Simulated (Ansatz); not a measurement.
# A computed series for Al12W: pressure series

Consider Al₁₂W (space group Im-3, No. 204; a = 7.538 Å).

Cell and atoms are relaxed at each pressure.

Level of theory: Ansatz (a quantum-chemistry and plane-wave program) PBEsol, no spin-orbit coupling.

| pressure (GPa) | volume per atom (Å³/atom) |
|---|---|
| -2 | 16.835 |
| -1 | 16.649 |
| 0 | 16.475 |
| 0.7 | ? |
| 1.5 | 16.234 |
| 3 | 16.007 |
| 5 | 15.732 |
| 7.5 | 15.418 |
| 10 | 15.133 |

### Question
Fit the third-order Birch–Murnaghan form P(V) = (3B₀/2)[(V₀/V)^(7/3) − (V₀/V)^(5/3)]·[1 + (3/4)(B₀′ − 4)((V₀/V)^(2/3) − 1)] (squares taken in P) to the rows shown and predict the withheld row.

### Answer
Least squares on the printed values gives V₀ = 16.476 Å³/atom, B₀ = 97.7 GPa, B₀′ = 4.4; this predicts 16.360 Å³/atom, and the run gives 16.360 Å³/atom, in agreement.

Load acts through the strain it causes; cell and atoms are relaxed under it. Stability against distortions was not tested. No other phases were tried under pressure. All final runs are without spin polarisation.
